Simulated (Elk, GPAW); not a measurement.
A GPAW input for a self-consistent single point of Sr3Ca (Pm-3m, 4 atoms in the cell) (DFT LDA (Perdew-Wang 92), plane waves, GPAW PAW datasets LDA (gpaw-data 1.0.1)):

```python
from ase import Atoms
from ase.units import GPa
from gpaw import GPAW, PW

atoms = Atoms(['Sr', 'Sr', 'Sr', 'Ca'],
              cell=[[5.988750, 0.000000, 0.000000],
                    [0.000000, 5.988750, 0.000000],
                    [0.000000, 0.000000, 5.988750]],
              positions=[[0.000000, 2.994375, 2.994375],
                         [2.994375, 0.000000, 2.994375],
                         [2.994375, 2.994375, 0.000000],
                         [0.000000, 0.000000, 0.000000]],
              pbc=True)

calc = GPAW(mode=PW(550),
            xc='LDA',
            kpts={'size': (4, 4, 4), 'gamma': True},
            occupations={'name': 'methfessel-paxton', 'width': 0.136, 'order': 0},
            nbands=-12,
            convergence={'density': 1e-05},
            symmetry={'symmorphic': False, 'tolerance': 0.0005},
            maxiter=100)

atoms.calc = calc

energy = atoms.get_potential_energy()
print('Energy (eV):', round(energy, 6))
forces = atoms.get_forces()
print('Forces (eV/Ang):')
print(forces.round(5))
stress = atoms.get_stress()
print('Stress (GPa, Voigt):', (stress / GPa).round(4))
```

Q: Write the same calculation as an input for Elk.

A: One input that does it (others would too):

```
tasks
  0

stype
  0

swidth
  0.00499791

maxscl
  100

avec
   11.3170973289    0.0000000000    0.0000000000
    0.0000000000   11.3170973289    0.0000000000
    0.0000000000    0.0000000000   11.3170973289

atoms
  2
  'Sr.in'
  3
  0.0000000000  0.5000000000  0.5000000000    0.0 0.0 0.0
  0.5000000000  0.0000000000  0.5000000000    0.0 0.0 0.0
  0.5000000000  0.5000000000  0.0000000000    0.0 0.0 0.0
  'Ca.in'
  1
  0.0000000000  0.0000000000  0.0000000000    0.0 0.0 0.0

ngridk
  4 4 4
```

Basis settings and potentials, where a program has them, do not carry over. This input uses DFT, LDA (PW92), all-electron FP-LAPW, Elk's shipped species files, default APW+lo basis. LDA parametrisations can differ slightly between programs.

The starting cell comes from a database of computed structures (which also holds hypothetical and non-ambient phases and stackings), without a prior relaxation at this level.
